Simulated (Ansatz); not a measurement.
AgBr (Fm-3m): band-edge transport data

Input:

```
AgBr
1.0
    0.00000     2.83730     2.83730
    2.83730     0.00000     2.83730
    2.83730     2.83730     0.00000
Ag Br
1 1
Cartesian
  0.00000   0.00000   0.00000
  2.83730   2.83730   2.83730
```

Method: PBEsol with spin-orbit coupling, rigid bands (plane waves, PAW; Ansatz, a first-principles code). Condition of this run: spin-orbit coupling switched on. How the cell was made: cell and atoms relaxed with PBEsol.

| Property | Value |
|---|---|
| band gap | 0.42 eV |
| electron conductivity mass (300 K, dilute) | 0.187 mₑ |
| hole conductivity mass (300 K, dilute) | 0.64 mₑ |
| effective density of states N_c (300 K) | 2.1e18 cm⁻³ |
| effective density of states N_v (300 K) | 5.7e19 cm⁻³ |
| density-of-states mass, electrons | 0.189 mₑ |
| density-of-states mass, holes | 1.73 mₑ |
| Seebeck coefficient, n-type 1e19 cm⁻³, 300 K | -109 μV/K |
| Seebeck coefficient, p-type 1e19 cm⁻³, 300 K | 409 μV/K |

Rigid bands; masses and Seebeck coefficients take one relaxation time τ for all states and one kind of carrier; polarons and phonon drag are left out.
